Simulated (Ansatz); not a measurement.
SiC (space group P6_3mc, No. 186)

```cif
data_C4Si4
_chemical_formula_sum 'Si4 C4'
_space_group_name_H-M_alt 'P 1'
_space_group_IT_number 1
_cell_length_a 3.09415
_cell_length_b 3.09415
_cell_length_c 10.12926
_cell_angle_alpha 90.000
_cell_angle_beta 90.000
_cell_angle_gamma 120.000
loop_
_space_group_symop_operation_xyz
  'x, y, z'
loop_
_atom_site_label
_atom_site_type_symbol
_atom_site_fract_x
_atom_site_fract_y
_atom_site_fract_z
_atom_site_occupancy
Si1 Si 0.00000 0.00000 0.50031 1
Si2 Si 0.00000 0.00000 0.00031 1
Si3 Si 0.33333 0.66667 0.25025 1
Si4 Si 0.66667 0.33333 0.75025 1
C1 C 0.00000 0.00000 0.31285 1
C2 C 0.00000 0.00000 0.81285 1
C3 C 0.33333 0.66667 0.06221 1
C4 C 0.66667 0.33333 0.56221 1
```

All numbers come from Ansatz (a first-principles code) PBE, spin-orbit coupling left out. Γ-centred 12×12×4 mesh, Fermi–Dirac width 0.05 eV.

| Quantity | Result |
|---|---|
| Volume per atom | 10.50 Å³ |
| Density | 3.17 g/cm³ |
| Band gap | 2.22 eV, indirect, Γ → M |
| Total energy | -443.581 eV/atom (σ→0; compares only within this code and set-up) |

Whether these cells are dynamically stable was not tested.
